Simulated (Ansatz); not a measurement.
The starting structures come from a database of crystals and need not be the phases stable at ambient conditions.

## Evanescent states of HgSe (P3_221, not sure to be the ambient phase, 6 atoms a cell, 25.8 Å³ an atom) along the normal of (100)

Calculation: PBEsol (plane waves, PAW; Ansatz, a quantum-chemistry and plane-wave program).

No gap correction and no spin-orbit coupling; mid-gap values are interpolated between computed energies.

Energies count from the valence-band top; κ is the least over a 8×4 mesh across the current.

```tsv
E (eV)	κ (1/Å)	where
0.03	0.064	off Γ
0.07	0.085	off Γ
0.12	0.097	off Γ
0.17	0.108	off Γ
0.23	0.117	off Γ
0.28	0.125	off Γ
0.33	0.132	off Γ
0.38	0.130	Γ
0.42	0.122	Γ
0.47	0.112	Γ
0.53	0.100	Γ
0.57	0.079	Γ
```

**Question.** How thick must the barrier be to attenuate the transmission by 10^8 when the electrodes' Fermi level lies at 0.47 eV, and what attenuation does that film give at 0.28 eV?

**Answer.** d = 8 ln 10 / (2 × 0.112) = 82.2 Å. At 0.28 eV it gives 8 × 0.125/0.112 = 8.9 decades.
